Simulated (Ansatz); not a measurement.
Consider Mg2Sn (space group Fm-3m, No. 225; a = 6.7471 Å; relaxed with 0.1 eV smearing). Axes: x, y, z lie along the cube axes.

Computed with PBEsol (Ansatz, a quantum-chemistry and plane-wave program), scalar-relativistic without spin-orbit coupling.

Now apply this change: the cell is compressed by 2.00 % along z with no lateral relaxation; the atoms relax in the strained cell.

Question: Predict the stress tensor and what it implies for the stiffness.

Answer: Stress of the strained cell less that of the base (GPa, compression positive):
```
    0.6     0.0     0.0
    0.0     0.6     0.0
    0.0     0.0     1.6
```

Then −Δσ_ii/ε with ε = -0.0200 gives secant stiffness values (nonlinear terms included at this strain): C33 ≈ 78 GPa, C13 ≈ 30 GPa and C23 ≈ 30 GPa.

No phonon test of stability was made.
